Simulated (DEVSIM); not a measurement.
Structure: abrupt GaSb p-n junction, at 300 K.

```
layer (left to right)  material  thickness (μm)  Nd (cm⁻³)  Na (cm⁻³)   τn (s)   τp (s)
---------------------  --------  --------------  ---------  ---------  -------  -------
1                          GaSb           0.140          -     6.4e16  9.9e-10  9.9e-10
2                          GaSb            21.0     9.5e15          -  9.9e-10  9.9e-10
```

Left contact: ohmic. Right contact: ohmic. Voltage is applied to the left contact. Recombination: SRH at mid-gap, radiative. Mobility is constant in doping. Where it depends on doping, it is μmin + (μ − μmin)/(1 + (N/Nref)^α).

This is a model device: material constants are rounded textbook-type values typed into the input, and sizes, dopings and lifetimes were drawn at random. Values at 300 K; Nc and Nv go as T^1.5, mobilities as T to minus their exponent, the gap by Varshni's rule with the affinity fixed. The table also holds parameters that only a changed run uses.

| parameter | GaSb |
|---|---|
| gap (eV) | 0.726 |
| affinity (eV) | 4.06 |
| permittivity | 15.7 |
| Nc (cm⁻³) | 2.1e17 |
| Nv (cm⁻³) | 1.8e19 |
| μn (cm²/Vs) | 5000 |
| μp (cm²/Vs) | 850 |
| μn,min | 1000 |
| μp,min | 190 |
| Nref,n | 2.8e17 |
| Nref,p | 9e17 |
| αn | 1.05 |
| αp | 0.65 |
| T exponent of μn | 2 |
| T exponent of μp | 1.7 |
| B (cm³/s) | 1e-10 |
| Cn (cm⁶/s) | 5e-30 |
| Cp (cm⁶/s) | 5e-30 |
| Varshni α (eV/K) | 0.00042 |
| Varshni β (K) | 140 |

DEVSIM, 1D drift-diffusion, Boltzmann statistics, complete ionisation; no tunnelling, impact ionisation, image-force lowering or self-heating.

Base results: potential step across the device at zero bias (V) 0.500; dark forward voltage at 100 A/cm² (V) 0.395; largest field in the device at zero bias (V/cm) 29000.

Q: What follows from this one change: thickness of layer 1 0.14 → 0.084 μm?

A: potential step across the device at zero bias little changed (0.500 V); dark forward voltage at 100 A/cm² 0.395 → 0.382 V; largest field in the device at zero bias little changed (30000 V/cm).

Q: What follows from this one change: doping Nd of layer 2 9.5e+15 → 2.8e+14 cm^-3?

A: potential step across the device at zero bias 0.500 → 0.409 V; dark forward voltage at 100 A/cm² 0.395 → 1.012 V; largest field in the device at zero bias 29000 → 12000 V/cm.

Q: What follows from this one change: temperature 300 → 400 K?

A: potential step across the device at zero bias 0.500 → 0.357 V; dark forward voltage at 100 A/cm² 0.395 → 0.237 V; largest field in the device at zero bias 29000 → 25000 V/cm.

Q: What follows from this one change: doping Na of layer 1 6.4e+16 → 1.9e+18 cm^-3?

A: potential step across the device at zero bias 0.500 → 0.588 V; dark forward voltage at 100 A/cm² 0.395 → 0.453 V; largest field in the device at zero bias 29000 → 70000 V/cm.
